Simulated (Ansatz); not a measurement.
Base system: C in the diamond structure (space group Fd-3m, No. 227; a = 3.5317 Å). Axes: x, y, z lie along the cube axes.

Method: LDA in Ansatz (plane waves to 420 eV, PAW, spin-orbit coupling left out).

Before the change:

```
Item       Result
--------  -------
Band gap  4.17 eV
```

Modification: tensile biaxial strain of 2.50 % in the plane normal to [111], as in epitaxy on a mismatched substrate; the out-of-plane cell vector and the atoms relax.

Question: What does the calculation give for the out-of-plane strain after the change?

Answer: The out-of-plane strain amounts to -0.27 %.

Question: What does the calculation give for the band gap after the change?

Answer: The band gap shrinks by 0.17 eV, from 4.17 eV to 4.00 eV.

Stability against distortions was not tested.

Ansatz is a quantum-chemistry and plane-wave program.
